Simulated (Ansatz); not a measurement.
Functionals compared on a constructed model of the (111) surface of fcc Rh, a pseudomorphic layer of Ru in the host's stacking (bottom of the slab: a bare face, its two planes held), in Ansatz (plane waves, PAW). The structure was relaxed with PBE; the other rows are single points on it. Cutoff 420 eV (500 eV for r2SCAN).

Model: 7-atom slab, 13.6 Å thick at the start with caps and adatoms (thin: gaps and levels are the slab's own), 16x16x1 mesh, Fermi-Dirac 0.1 eV, dipole correction, 2 atoms held, the rest relaxed; start symmetry kept, larger cells not searched; no spin, no spin-orbit, no U. In PBE it is, or lies within 0.01 eV a 1x1 cell of, the lowest of the 2 structures of its composition computed so far; subsurface sites and larger cells were not tried. These notes are the PBE run's.

```json
[
 {"functional": "PBE", "work function of the top face (eV)": "5.17", "rough cost of the single point": "–"},
 {"functional": "RPBE", "work function of the top face (eV)": "(withheld)", "rough cost of the single point": "roughly 21 core-seconds"},
 {"functional": "r2SCAN", "work function of the top face (eV)": "5.20", "rough cost of the single point": "about 50 core-seconds (a rough figure)"}
]
```

Task: Some entries are withheld; supply them.

Result: 
- RPBE, work function of the top face (eV): 5.00

Ansatz is a program for electronic structure.
